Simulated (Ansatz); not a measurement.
**What pressure 30 GPa does to Mo**

Consider Mo in the bcc (W type) structure (space group Im-3m, No. 229; a = 3.151 Å).

One thing is altered: cell and atoms relaxed at a pressure of 30 GPa.

Method: Ansatz (a quantum-chemistry and plane-wave program) r2SCAN, no SOC, earlier PAW set. Γ-centred 21×21×21 mesh, Fermi–Dirac width 0.05 eV.

| quantity | base | changed | shift |
|---|---|---|---|
| volume per atom | 15.64 Å³ | 14.28 Å³ | -1.36 Å³ |
| lattice parameter a | 3.151 Å | 3.057 Å | -0.094 Å |
| shortest interatomic distance | 2.729 Å | 2.647 Å | -0.082 Å |
| enthalpy H = E + PV relative to the base's energy | – | +2.79 eV/atom | – |
| band gap | zero | zero | – |

Load acts through the strain it causes; cell and atoms are relaxed under it. No phonon test of stability was made. No other phases were tried under pressure. All final runs are without spin polarisation.
